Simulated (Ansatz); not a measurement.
Rock-salt BN (model structure) was calculated with r²SCAN-D4 in Ansatz (plane waves, PAW).

Numerical settings: plane-wave cutoff 500 eV, 20×20×20 k mesh, Fermi–Dirac smearing 0.05 eV, scalar-relativistic PAW data made under PBE.

Cell (relaxed at this level):

```xyz
2
Lattice="0.0000 1.7421 1.7421 1.7421 0.0000 1.7421 1.7421 1.7421 0.0000" Properties=species:S:1:pos:R:3 pbc="T T T"
B      0.0000     0.0000     0.0000
N      1.7421     1.7421     1.7421
```

Q: Give the computed band gap.

A: 
* **band gap**: 1.42 eV (on the SCF k mesh)

Note: the relaxation could raise the start's symmetry but not lower it, so the cell can be a saddle point.

Static lattice: no zero-point or thermal effects.

Computing time: very roughly 14 core-seconds.

A model structure was made by putting elements into a prototype or built by hand; it is no filed structure, need not be a known phase, and can be a saddle point held by its symmetry.

Ansatz is a quantum-chemistry and plane-wave program.
